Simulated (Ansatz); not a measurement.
System: interstitial Li in zinc-blende ZnS (charge state +1). The step: Li moves alone to another site; the atom moves 2.36 Å along (-0.25, -0.25, -0.25) of the unit cell; the moving atom starts with neighbours 4 S at 2.35; 6 Zn at 2.82 Å and ends with 6 S at 2.68; 4 Zn at 2.55 Å. A PBE band in Ansatz (plane-wave PAW, the Γ point alone, 64 host sites, 17 SCF runs with any check of the saddle's order, static, no finite-size correction) gives a forward barrier of 0.55 eV. The saddle point's order was not checked, and it lies on a symmetry element of the cell, where a band can be held. The charge state is imposed; whether it is stable for some Fermi level was not computed. Sites that were not tried may lie lower.

Single points at the band's start and saddle point can refine it. Rough cost of one point, in units of the band's mean SCF on the same machine:

```csv
Level,Cost of one point
"PBE, a 2×2×2 k-point mesh shifted by half a step",about 5
"r2SCAN at 500 eV, the Γ point alone",about 2
```

Problem. Which of these move the barrier by more than 0.1 eV, and how far does each move it?

Solution. Not one does. PBE, a 2×2×2 k-point mesh shifted by half a step: -0.01 eV; r2SCAN at 500 eV, the Γ point alone: +0.04 eV. Each functional is compared with PBE at the same k-points.

Ansatz is a first-principles code.
